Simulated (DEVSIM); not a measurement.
Schottky contact on n-type Ge

Device: Schottky contact on n-type Ge, at 300 K.

| layer (left to right) | material | thickness (μm) | Nd (cm⁻³) | τn (s) | τp (s) |
|---|---|---|---|---|---|
| 1 | Ge | 15.0 | 1.1e16 | 2.5e-6 | 2.5e-6 |

Left contact: Schottky, work function 4.3 eV, emission velocity 7.6e6 cm/s. Right contact: ohmic. Voltage is applied to the left contact. Recombination: SRH at mid-gap, radiative. Mobility is μmin + (μ − μmin)/(1 + (N/Nref)^α).

This is a model device: material constants are rounded textbook-type values typed into the input, and sizes, dopings and lifetimes were drawn at random. Values at 300 K.

| parameter | Ge |
|---|---|
| gap (eV) | 0.664 |
| affinity (eV) | 4 |
| permittivity | 16 |
| Nc (cm⁻³) | 1.04e19 |
| Nv (cm⁻³) | 6e18 |
| μn (cm²/Vs) | 3900 |
| μp (cm²/Vs) | 1900 |
| μn,min | 150 |
| μp,min | 100 |
| Nref,n | 2.6e17 |
| Nref,p | 4e17 |
| αn | 0.56 |
| αp | 0.6 |
| B (cm³/s) | 6.4e-14 |

Model (solved in DEVSIM): 1D drift-diffusion, Boltzmann statistics, complete ionisation; no tunnelling, impact ionisation, image-force lowering or self-heating. Metal contacts follow the ideal Schottky-Mott rule: no Fermi-level pinning, no interface dipoles.

```yaml
potential_step_across_the_device_at_zero_bias: 0.123 V
largest_field_in_the_device_at_zero_bias: 15000 V/cm
```

Small-signal capacitance in reverse bias (quasi-static):

| V (V) | C (nF/cm²) |
|---|---|
| -0.1 | 79.9 |
| -0.25 | 62.2 |
| -0.5 | 46.7 |
| -0.75 | 39.0 |
| -1 | 34.1 |
| -1.5 | 28.2 |
| -2 | 24.6 |
| -2.5 | 22.0 |

Dark reverse current:

```json
[
 {"V (V)": "-0.10", "J (A/cm²)": "-98"},
 {"V (V)": "-0.25", "J (A/cm²)": "-110"},
 {"V (V)": "-0.50", "J (A/cm²)": "-110"},
 {"V (V)": "-0.75", "J (A/cm²)": "-110"},
 {"V (V)": "-1.00", "J (A/cm²)": "-110"},
 {"V (V)": "-1.50", "J (A/cm²)": "-110"},
 {"V (V)": "-2.00", "J (A/cm²)": "-110"},
 {"V (V)": "-2.50", "J (A/cm²)": "-110"}
]
```
